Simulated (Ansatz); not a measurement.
Density of states of ZrIr (Pm-3m) near the Fermi level, Ansatz (a first-principles code) with PBEsol, rigid bands.

```
E − E_F (eV) | states/eV/cell
    -1.92 | ########## 1.19
    -1.82 | ######### 1.02
    -1.72 | ######## 0.90
    -1.62 | ###### 0.76
    -1.52 | ##### 0.65
    -1.42 | ##### 0.59
    -1.32 | ##### 0.55
    -1.22 | #### 0.52
    -1.12 | #### 0.49
    -1.02 | #### 0.47
    -0.92 | #### 0.46
    -0.82 | #### 0.45
    -0.72 | #### 0.46
    -0.62 | #### 0.52
    -0.52 | ######## 1.01
    -0.42 | ############## 1.71
    -0.32 | ############### 1.80
    -0.22 | ############### 1.82
    -0.12 | ############### 1.76
    -0.02 | ############### 1.75
     0.08 | ############### 1.82
     0.18 | ################ 1.95
     0.28 | ################## 2.18
     0.38 | #################### 2.44
     0.48 | ################## 2.21
     0.58 | ################## 2.17
     0.68 | ##################### 2.46
     0.78 | ######################### 2.95
     0.88 | ######################### 2.93
     0.98 | ####################### 2.78
     1.08 | ###################### 2.65
     1.18 | ##################### 2.51
     1.28 | ##################### 2.50
     1.38 | ####################### 2.73
     1.48 | ############################ 3.37
     1.58 | ############################## 3.59
     1.68 | ######################## 2.83
     1.78 | ################ 1.95
     1.88 | ############# 1.53
```

Task: With 2 atoms a cell, what bare Sommerfeld coefficient γ = (π²/3) k_B² N(E_F) follows?

Result: N(E_F) ≈ 1.77 states/eV a cell at 300 K, so γ ≈ 2.1 mJ/(mol of atoms·K²), before electron-phonon enhancement.

Task: How far does the Fermi level move in a rigid band for 0.1 electron a cell added or removed?

Result: 56 meV and -57 meV.

A metal at this level (no band gap); rigid bands, thermally averaged at 300 K, both spins. Spin-orbit coupling is left out, which matters with elements this heavy. Geometry: cell and atoms relaxed with PBEsol.

Formula and space group known from diffraction (Crystallography Open Database), not checked to be the room-temperature form: ZrIr (Pm-3m).
